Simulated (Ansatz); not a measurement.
Results of r²SCAN+SOC in Ansatz (PAW) for BGeCN (model structure, started from the AlSiCN type, P3m1, No. 156, 4 atoms in the cell).

Settings: plane-wave cutoff 560 eV, 12×12×8 k mesh (along the axes of the cell as run), Fermi–Dirac smearing 0.01 eV, PAW data made under PBE.

Cell (relaxed with PBE-D3(BJ)):

Space group P3m1 (No. 156); a = 2.9564 Å, b = 2.9564 Å, c = 4.7945 Å, α = 90.00°, β = 90.00°, γ = 120.00°

```
atom  site  symmetry       x       y       z
----  ----  --------  ------  ------  ------
B       1b       3m.  0.3333  0.6667  0.4882
Ge      1c       3m.  0.6667  0.3333  0.0030
C       1b       3m.  0.3333  0.6667  0.1573
N       1c       3m.  0.6667  0.3333  0.6015
```

Problem. Give the computed band gap and smallest direct gap on the k points sampled.

Solution. 
- band gap: 2.40 eV (indirect)
- smallest direct gap on the k points sampled: 2.63 eV

Note: the relaxation could raise the start's symmetry but not lower it, so the cell can be a saddle point; cell and atoms aren't relaxed at this level (largest force component 0.33 eV/Å, pressure -0.6 GPa).

Computed values are for the static lattice.

The result took very roughly 80 core-seconds.

A model structure was made by putting elements into a prototype or built by hand; it is no filed structure, need not be a known phase, and can be a saddle point held by its symmetry.

Ansatz is a quantum-chemistry and plane-wave program.
